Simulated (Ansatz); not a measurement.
Candidates (primitive cells; geometry: cell and atoms relaxed with PBEsol):
A. Li₂S (Fm-3m), a = 3.999 Å, b = 3.999 Å, c = 3.999 Å, α = 60.00°, β = 60.00°, γ = 60.00°
B. LiH (Fm-3m), a = 2.814 Å, b = 2.814 Å, c = 2.814 Å, α = 60.00°, β = 60.00°, γ = 60.00°
C. Li₂O (Fm-3m), a = b = c = 3.2385 Å, α = β = γ = 60.00°
D. LiNbO3 (R3c), a = 5.4795 Å, b = 5.4795 Å, c = 5.4795 Å, α = 55.88°, β = 55.88°, γ = 55.88°
E. LiF (Fm-3m), a = 2.834 Å, b = 2.834 Å, c = 2.834 Å, α = 60.00°, β = 60.00°, γ = 60.00°

Task: Order them by electron conductivity mass (lowest first) at the level PBEsol, rigid bands (Ansatz, an electronic-structure program).

Result: B (0.28 mₑ), A (0.40 mₑ), C (0.52 mₑ), E (0.90 mₑ), D (1.64 mₑ)

Masses are for dilute carriers at 300 K, harmonic means over directions unless an axis is named. Spin-orbit coupling is left out.

Formula and space group known from diffraction (Crystallography Open Database), not checked to be the room-temperature form: Li2S (Fm-3m).
